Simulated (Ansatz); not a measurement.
Consider TiC in the rock salt structure (space group Fm-3m, No. 225; a = 4.2609 Å; relaxed with 0.1 eV smearing). Axes: x, y, z lie along the cube axes.

All numbers come from LDA (Ansatz, a first-principles code, PAW, no SOC).

One thing is altered: uniaxial strain ε_zz = −1.50 %, all other strain components held at zero; the atoms relax in the strained cell.

Predict the stress tensor and what it implies for the stiffness.

Stress of the strained cell less that of the base (GPa, compression positive):
```
    2.0     0.0     0.0
    0.0     2.0     0.0
    0.0     0.0     9.6
```

Then −Δσ_ii/ε with ε = -0.0150 gives secant stiffness values (nonlinear terms included at this strain): C33 ≈ 638 GPa, C13 ≈ 133 GPa and C23 ≈ 133 GPa.

As a check, the harmonic strain energy −½ V₀ Δσ:ε is 4.3 meV/atom; the computed energy rise is 4.2 meV/atom.

No phonon test of stability was made. All final runs are without spin polarisation.
